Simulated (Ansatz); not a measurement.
AgZn (Pm-3m), PBEsol, DFPT electron-phonon coupling, linearised Boltzmann equation (Ansatz, a first-principles code): phonon-limited resistivity 5.40 μΩ·cm at 300 K, 7.26 μΩ·cm at 400 K, current-weighted mean free path 15.6 nm, Drude plasma energy 9.42 eV.

What is the classical skin depth at 1 GHz (nonmagnetic, μ₀ = 1.257×10⁻⁶ H/m)?

δ = √(ρ/(π f μ₀)) = 3700 nm.

Estimate the electronic thermal conductivity at 300 K by the Wiedemann-Franz law (L₀ = 2.44×10⁻⁸ W·Ω/K²).

L₀T/ρ = 2.44×10⁻⁸ × 300/(5.40×10⁻⁸) = 136 W/(m·K). Inelastic scattering puts the true Lorenz number somewhat under L₀ near and below the Debye temperature.

What temperature coefficient of resistance follows, and how does it compare with 1/T?

(ρ₄₀₀ − ρ₃₀₀)/(100 K × ρ₃₀₀) = 3.44×10⁻³ K⁻¹, against 1/T = 3.33×10⁻³ K⁻¹ for a resistivity proportional to T. Impurities would add a constant and lower it.

A metal at this level (no band gap). Only scattering by harmonic phonons is included (no impurities, grain boundaries, electron-electron scattering or thermal expansion). Spin-orbit coupling is left out. Halving the electron mesh (28x28x28) moves the resistivity by up to 7 % at 300 K, the mean free path by up to 5 %. Smearing 0.20 eV; phonons on a 5x5x5 q mesh, which this run doesn't test.

Formula and space group known from diffraction (Crystallography Open Database), not checked to be the room-temperature form: AgZn (Pm-3m).
